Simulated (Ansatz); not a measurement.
Input:

```yaml
crystal:
  lattice:
    - [1.77202, 1.02308, 7.48667]
    - [-1.77202, 1.02308, 7.48667]
    - [0.00000, -2.04615, 7.48667]
  atoms:
    - { symbol: Ga, position: [0.94622, 0.94622, 0.94622] }
    - { symbol: Ga, position: [0.05378, 0.05378, 0.05378] }
    - { symbol: S, position: [0.23113, 0.23113, 0.23113] }
    - { symbol: S, position: [0.76887, 0.76887, 0.76887] }
```

Calculation: PBEsol+D3BJ with spin-orbit coupling, rigid bands (plane waves, PAW; Ansatz, an electronic-structure program). Geometry: cell and atoms relaxed with PBEsol+d3bj.

Q: What conductivity effective mass do dilute holes have at 300 K?

A: 1.87 (x), 1.87 (y), 0.159 (z) mₑ.

Q: What conductivity effective mass do dilute electrons have at 300 K?

A: 0.54 (x), 0.54 (y), 0.35 (z) mₑ.

Q: And the band gap?

A: 1.31 eV at this level; semilocal functionals usually fall short of the measured gap.

Rigid bands, one relaxation time for all states, no polarons. Geometry: cell and atoms relaxed with PBEsol+D3(BJ).

Computed structure with no diffraction record at hand here (it may be known, metastable or hypothetical): GaS (R-3m). PBEsol with a dispersion correction tends to overbind, so the cell can be several per cent short, in bad cases over ten, which usually narrows a gap: GaS (R-3m).
